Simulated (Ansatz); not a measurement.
Reference: ZrW2 (Fd-3m), PBEsol, DFPT electron-phonon coupling, linearised Boltzmann equation (plane waves, PAW, scalar-relativistic; Ansatz, an electronic-structure program); geometry: relaxed with this functional, without spin-orbit coupling.

```xyz
6
Lattice="0.0000 3.7892 3.7892 3.7892 0.0000 3.7892 3.7892 3.7892 0.0000" Properties=species:S:1:pos:R:3 pbc="T T T"
Zr     5.6837     5.6837     5.6837
Zr     3.7892     3.7892     3.7892
W      2.8419     0.9473     2.8419
W      0.9473     0.9473     0.9473
W      0.9473     2.8419     2.8419
W      2.8419     2.8419     0.9473
```

The resistivity at 300 K comes out as 11.6 μΩ·cm, the mean free path at 300 K comes out as 14.2 nm and the electron-phonon coupling λ comes out as 0.22. The logarithmic mean phonon energy comes out as 17.4 meV.

Task: Replace Zr by Hf on the same sites and relax. What happens?

Result: HfW₂ (Fd-3m): volume per atom 18.1 to 17.9 Å³; resistivity at 300 K stays about the same (11.6 μΩ·cm to 11.0 μΩ·cm); mean free path at 300 K stays about the same (14.2 nm to 15.3 nm); electron-phonon coupling λ stays about the same (0.22 to 0.21); logarithmic mean phonon energy stays about the same (17.4 meV to 16.4 meV).

Task: Replace W by Mo on the same sites and relax. What happens?

Result: ZrMo$_{2}$ (Fd-3m): volume per atom 18.1 to 17.8 Å³; resistivity at 300 K rises (11.6 μΩ·cm to 12.9 μΩ·cm); mean free path at 300 K falls (14.2 nm to 9.6 nm); electron-phonon coupling λ rises (0.22 to 0.29); logarithmic mean phonon energy stays about the same (17.4 meV to 18.8 meV).

Moves up to 8 % count as about the same. Metals; harmonic phonons alone scatter; means over directions. The mean free path is weighted by the current that each state carries. Halving the electron mesh moves these values by up to 6 %; q meshes are mostly untested. Spin-orbit coupling is left out.

Formula and space group known from diffraction (Crystallography Open Database), not checked to be the room-temperature form: HfW2 (Fd-3m), ZrMo2 (Fd-3m), ZrW2 (Fd-3m). The missing spin-orbit coupling matters most for HfW2 (Fd-3m), ZrW2 (Fd-3m).
